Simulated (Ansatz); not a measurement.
Take Ti3Al (space group P6_3/mmc, No. 194; a = 5.7474 Å, c = 4.6319 Å) as the base. Axes: x lies along a and z along c of the hexagonal cell.

Level of theory: Ansatz (an electronic-structure program), r2SCAN, PAW, cutoff 500 eV, without spin-orbit coupling, earlier PAW set.

Base values:

The shortest interatomic distance comes out as 281.3 pm.

Modification: tensile biaxial strain of 0.71 % in the plane normal to [001], as in epitaxy on a mismatched substrate; the out-of-plane cell vector and the atoms relax.

Question: How does this affect the energy relative to the base and shortest interatomic distance?

Answer: The energy increases by 1.3 meV/atom; the shortest interatomic distance grows by 1.5 pm (281.3 pm → 282.8 pm).

No phonon test of stability was made. The final runs are not spin-polarised.
